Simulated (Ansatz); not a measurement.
Take Ca₃P₂ (space group P-3m1, No. 164; a = 4.6754 Å, c = 7.0391 Å; a hypothetical phase, not in the database extracts checked) as the base.

(Cell as relaxed with PBE.)

Levels (all Ansatz, a first-principles code, PAW): PBE (420 eV, without spin-orbit coupling); r2SCAN (500 eV, no SOC).

Each level relaxes its own structure.

```
base                      PBE    r2SCAN
-------------------  --------  --------
volume per atom      26.65 Å³  26.52 Å³
lattice parameter a   4.675 Å   4.670 Å
band gap              1.39 eV   1.68 eV
```

Now apply this change: every lattice vector is stretched by 1.10 %; the atoms relax in the strained cell.

```tsv
quantity	PBE	r2SCAN
smallest direct gap	1.88 eV	(withheld)
hole mass	0.21 mₑ along c, 2.2 mₑ across (at Γ)	(withheld)
pressure (mean of the normal stresses, compression positive)	-1.39 GPa	(withheld)
gap character	indirect, Γ → K	(withheld)
largest internal atomic displacement	0.014 Å	(withheld)
```

**Question.** What does r2SCAN give?

**Answer.** 
- smallest direct gap, r2SCAN: 2.43 eV
- hole mass, r2SCAN: 0.24 mₑ along c, 2.2 mₑ across (at Γ)
- pressure (mean of the normal stresses, compression positive), r2SCAN: -1.48 GPa
- gap character, r2SCAN: indirect, Γ → K
- largest internal atomic displacement, r2SCAN: 0.013 Å

PBE's smallest direct gap lies 0.543 eV below r2SCAN's; PBE's pressure lies 0.09 GPa above r2SCAN's; the two agree on the gap character. Neither level is exact; r2SCAN is the comparison here, not a measurement.

Effective masses come from finite differences of ±0.01 Å⁻¹. Whether these cells are dynamically stable was not tested.
